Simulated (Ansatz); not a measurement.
**Cu on the 1x1 (111) surface of fcc Au (the real clean face reconstructs), one in a 2x2 cell, started at the site 'hollow Au-Au-Au over Au at depth 2.4 Å'**

The numbers are results of PBE (plane waves to 420 eV, PAW; Ansatz, a quantum-chemistry and plane-wave program), not measurements.

Set-up: 17 atoms, 7.2 Å thick at the start under the adsorbate (thin: gaps and levels are the slab's own); mesh 6x6x1; 0.1 eV smearing; dipole correction on; 8 atoms held, the rest relaxed; held to the start's symmetry, so lower structures may exist; no spin, no spin-orbit, no U, no dispersion correction. At the end it is bonded to 3 Au. In PBE it is, or lies within 0.03 eV of, the lowest of the starts that converged.

The adsorption energy against an atom of fcc Cu comes out as 1.04 eV and the work function of the top face is 4.01 eV. The change of the work function is -1.11 eV and the change of the step from the bottom to the top vacuum level, against the clean slab is -1.13 eV. The energy released by relaxation is 0.23 eV and the height of the binding atom over the mean of the host atoms within 0.3 Å of the top one is 1.841 Å. The nearest host atoms of the binding atom is Au at 2.54 Å, Au at 2.54 Å, Au at 2.54 Å and the largest move of a host atom comes out as 0.06 Å. The cost is roughly 6 core-minutes.

A negative adsorption energy means that the adsorbate is more stable on the surface than in its reference.
